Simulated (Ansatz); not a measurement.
System: SrRh6As4 (P-6m2, No. 187, 11 atoms in the cell; start COD 1522256). Method: LDA (plane waves, PAW; Ansatz, a first-principles code).

Settings: plane-wave cutoff 520 eV, 12×12×14 k mesh (along the axes of the cell as run), Fermi–Dirac smearing 0.05 eV, no spin polarisation, scalar-relativistic PAW data made under PBE.

Cell (relaxed at this level):

```yaml
crystal:
  lattice:
    - [7.13610, 0.00000, 0.00000]
    - [-3.56805, 6.18004, 0.00000]
    - [0.00000, 0.00000, 3.79000]
  atoms:
    - { symbol: Rh, position: [0.20216, 0.40432, 0.50000] }
    - { symbol: Rh, position: [0.59568, 0.79784, 0.50000] }
    - { symbol: Rh, position: [0.20216, 0.79784, 0.50000] }
    - { symbol: Rh, position: [0.53471, 0.06942, 0.00000] }
    - { symbol: Rh, position: [0.93058, 0.46529, 0.00000] }
    - { symbol: Rh, position: [0.53471, 0.46529, 0.00000] }
    - { symbol: Sr, position: [0.00000, 0.00000, 0.00000] }
    - { symbol: As, position: [0.33333, 0.66667, 0.00000] }
    - { symbol: As, position: [0.80902, 0.61803, 0.50000] }
    - { symbol: As, position: [0.38197, 0.19098, 0.50000] }
    - { symbol: As, position: [0.80902, 0.19098, 0.50000] }
```

**Question.** Estimate the bulk modulus that the calculation returns.

**Answer.** 
- bulk modulus: 202 GPa

The run finds no gap.

Note: the bulk modulus is −V dP/dV from two relaxed cells at ±2 % in volume; the relaxation could not lower the start's symmetry, so the cell can be a saddle point above a distorted one.

The computed numbers hold no vibrational or temperature effects.

Computing time: around 40 core-minutes (rough).
